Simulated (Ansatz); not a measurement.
Take GaN in the zinc blende structure (space group F-43m, No. 216; a = 4.4554 Å) as the base. Axes: x, y, z lie along the cube axes.

Computed with LDA (Ansatz, a program for electronic structure; PAW; 420 eV plane waves; no spin-orbit coupling).

For the base:

| Quantity | Value |
|---|---|
| Valence-band top at Γ | 0.00, 0.00, 0.00 eV |
| Valley order | Γ 1.96 eV; X along ⟨100⟩ 3.27 eV |

One thing is altered: a pure shear with ε_xy = ε_yx = 0.0029; the atoms relax in the strained cell.

Question: What does the calculation give for the stress, valence-band top at Γ and valley order after the change?

Answer: The stress (xx, yy, zz, yz, xz, xy; compression positive) is (0.00, 0.00, 0.00, 0.00, 0.00, -0.94) GPa; the valence-band top at Γ (three highest levels, from the VBM) becomes 0.00, -0.02, -0.04 eV (base: 0.00, 0.00, 0.00 eV); the valley order (the lowest conduction-band minima on the path, energy above the VBM, named in the base's zone) changes from Γ 1.96 eV; X along ⟨100⟩ 3.27 eV to Γ 1.93 eV; X along [001] 3.25 eV; X along [010] 3.25 eV.

The levels and masses belong to the bands next to the band gap. No phonon test of stability was made. This is not the structure that GaN has at room temperature and ambient pressure.
